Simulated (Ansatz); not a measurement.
Partial pair distribution functions of a relaxed model of amorphous Si30N41Al, broadened by 0.06 Å; density 2.96 g/cm³. Calculation: PBE, scalar-relativistic without spin-orbit coupling (plane waves to 420 eV, PAW; Ansatz, a quantum-chemistry and plane-wave program).

A CHGNet melt-quench gave the starting glass, which DFT then relaxed. N atoms were pushed apart under 1.9 Å during the dynamics, to hinder bonds among them. The hot cell started wider than the set density and was brought back towards it in steps. It is the lowest in DFT energy of 2 quenches. It is a model cell: composition and starting density were chosen by hand, and all elements were melted together. No dispersion term was used. Its density started from a set value of 2.96 and ended at 2.96 g/cm³. The simulated quench (nominally 450 K/ps over its main leg) is rapid and tends to freeze in more defects than a deposited or slowly cooled glass has. Values belong to this one cell and scatter from quench to quench. The volume was held where the preparation left it and the shape relaxed, at a PBE pressure of 5.9 GPa. Stress components on the final sampling reach 6.0 GPa. On a 2×2×2 Γ-centred mesh force components of up to 0.13 eV/Å stay, since the relaxation ran on the zone centre alone.

| r (Å) | g Si-N | g N-Al | g Si-Si | g N-N |
|---|---|---|---|---|
| 1.45 | 0.00 | 0.00 | 0.00 | 0.00 |
| 1.55 | 0.35 | 0.00 | 0.00 | 0.00 |
| 1.65 | 5.34 | 0.48 | 0.00 | 0.00 |
| 1.75 | 10.63 | 3.88 | 0.00 | 0.00 |
| 1.85 | 3.53 | 6.23 | 0.00 | 0.00 |
| 1.95 | 0.61 | 4.31 | 0.00 | 0.00 |
| 2.05 | 0.30 | 2.51 | 0.00 | 0.00 |
| 2.15 | 0.06 | 0.29 | 0.00 | 0.00 |
| 2.25 | 0.00 | 0.00 | 0.08 | 0.05 |
| 2.35 | 0.00 | 0.00 | 0.91 | 0.30 |
| 2.45 | 0.00 | 0.00 | 1.52 | 1.24 |
| 2.55 | 0.02 | 0.00 | 1.07 | 1.58 |
| 2.65 | 0.05 | 0.00 | 0.61 | 1.94 |
| 2.75 | 0.14 | 0.00 | 0.94 | 2.80 |
| 2.85 | 0.51 | 0.00 | 2.07 | 2.69 |
| 2.95 | 0.50 | 0.00 | 2.90 | 2.67 |
| 3.05 | 0.48 | 0.00 | 2.32 | 2.02 |
| 3.15 | 0.66 | 0.00 | 1.69 | 1.56 |
| 3.25 | 0.80 | 0.21 | 1.58 | 0.86 |
| 3.35 | 0.83 | 0.93 | 1.08 | 0.53 |
| 3.45 | 1.06 | 0.26 | 0.67 | 0.53 |
| 3.55 | 1.18 | 0.79 | 0.56 | 0.54 |
| 3.65 | 1.25 | 3.71 | 0.44 | 0.34 |
| 3.75 | 1.17 | 4.05 | 0.27 | 0.41 |
| 3.85 | 1.29 | 2.73 | 0.21 | 0.45 |
| 3.95 | 1.51 | 1.65 | 0.40 | 0.52 |
| 4.05 | 1.51 | 0.35 | 0.49 | 0.59 |
| 4.15 | 1.49 | 0.01 | 0.59 | 0.64 |
| 4.25 | 1.48 | 0.00 | 0.67 | 0.53 |
| 4.35 | 1.57 | 0.10 | 0.98 | 0.67 |
| 4.45 | 1.38 | 0.93 | 1.30 | 1.04 |
| 4.55 | 1.26 | 2.00 | 1.50 | 1.08 |
| 4.65 | 0.91 | 1.52 | 1.31 | 1.19 |

Within 2.20 Å each Si has 4.07 N neighbours on average.
